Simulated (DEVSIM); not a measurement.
Structure: TaN/SiON/SiO2/p-Si capacitor, at 250 K.

Layer 1 from the left is SiON, thickness (nm) 9.90. Layer 2 from the left is SiO2, thickness (nm) 0.990. Layer 3 from the left is Si, thickness (nm) 970, Na (cm⁻³) 3.5e17.

Metal gate on the left, work function 4.4 eV. Fixed charge at the semiconductor interface -1.8e10 cm⁻² (in units of +e); no interface traps.

The device is made up for the run: typed textbook-type constants, with dimensions and the other settings drawn at random. Values at 300 K; Nc and Nv go as T^1.5, mobilities as T to minus their exponent, the gap by Varshni's rule with the affinity fixed.

SiON: gap (eV) 7, affinity (eV) 1.4, permittivity 5.5. SiO2: gap (eV) 9, affinity (eV) 0.9, permittivity 3.9. Si: gap (eV) 1.124, affinity (eV) 4.05, permittivity 11.7, Nc (cm⁻³) 2.86e19, Nv (cm⁻³) 3.1e19, Varshni α (eV/K) 0.000473, Varshni β (K) 636.

Model (solved in DEVSIM): 1D Poisson equation in equilibrium, Boltzmann statistics, complete ionisation; no quantum confinement or tunnelling. Metal contacts follow the ideal Schottky-Mott rule: no Fermi-level pinning, no interface dipoles.

Problem. What does the simulation give for the flat-band voltage, the minimum of the low-frequency capacitance?

Solution. flat-band voltage -0.69 V; minimum of the low-frequency capacitance 0.134 μF/cm².
